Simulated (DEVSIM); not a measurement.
Structure: abrupt Si n-p junction, at 300 K.

Layer 1 from the left is Si, thickness (μm) 43.0, Nd (cm⁻³) 2.5e16, τn (s) 6.4e-5, τp (s) 6.4e-5. Layer 2 from the left is Si, thickness (μm) 2.70, Na (cm⁻³) 1.9e17, τn (s) 6.4e-5, τp (s) 6.4e-5.

Left contact: ohmic. Right contact: ohmic. Voltage is applied to the left contact. Recombination: SRH at mid-gap, radiative, Auger. Mobility is μmin + (μ − μmin)/(1 + (N/Nref)^α).

This is a model device: material constants are rounded textbook-type values typed into the input, and sizes, dopings and lifetimes were drawn at random. Values at 300 K.

Si: gap (eV) 1.124, affinity (eV) 4.05, permittivity 11.7, Nc (cm⁻³) 2.86e19, Nv (cm⁻³) 3.1e19, μn (cm²/Vs) 1417, μp (cm²/Vs) 470, μn,min 52, μp,min 45, Nref,n 9.7e16, Nref,p 2.2e17, αn 0.68, αp 0.72, B (cm³/s) 4.7e-15, Cn (cm⁶/s) 2.8e-31, Cp (cm⁶/s) 9.9e-32.

Question: Estimate by hand the built-in potential, the peak field at zero bias, the capacitance at 3 V, and compare with a numerical solution.

Answer: 
- Built-in potential: ni = √(Nc Nv) exp(−Eg/2kT) = 1.08e10 cm⁻³ with Eg = 1.124 eV; Vbi = kT/q ln(Na Nd/ni²) = 0.810 V; numerical 0.810 V.
- Peak field at zero bias: depletion approximation: W = √(2εVbi/(qN)) = 0.218 μm with N = 2.21e16 cm⁻³; field = 2Vbi/W = 74400 V/cm; numerical 72100 V/cm (estimate above by 3.2 %).
- Capacitance at 3 V: C = √(qεN / 2(Vbi + |V|)) = 21.9 nF/cm²; numerical 22.1 nF/cm² (estimate below by 0.69 %).

DEVSIM, 1D drift-diffusion, Boltzmann statistics, complete ionisation; no tunnelling, impact ionisation, image-force lowering or self-heating.
